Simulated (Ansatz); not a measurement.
**A constructed model of the (111) surface of fcc Au, a layer of Ag in place of the second plane (bottom of the slab: a bare face, its two planes held)**

Computed with PBE (plane waves to 420 eV, PAW; Ansatz, an electronic-structure program).

Model: 6-atom slab, 12.1 Å thick at the start, 15x15x1 mesh, Fermi-Dirac 0.1 eV, dipole correction, 2 atoms held, the rest relaxed; symmetry of the start imposed; no spin, no spin-orbit, no U. It is one candidate, not shown to be the stable structure of the face.

- work function of the top face: 4.99 eV
- energy released by relaxation: 0.021 eV
- cost: about 80 core-seconds (a rough figure)
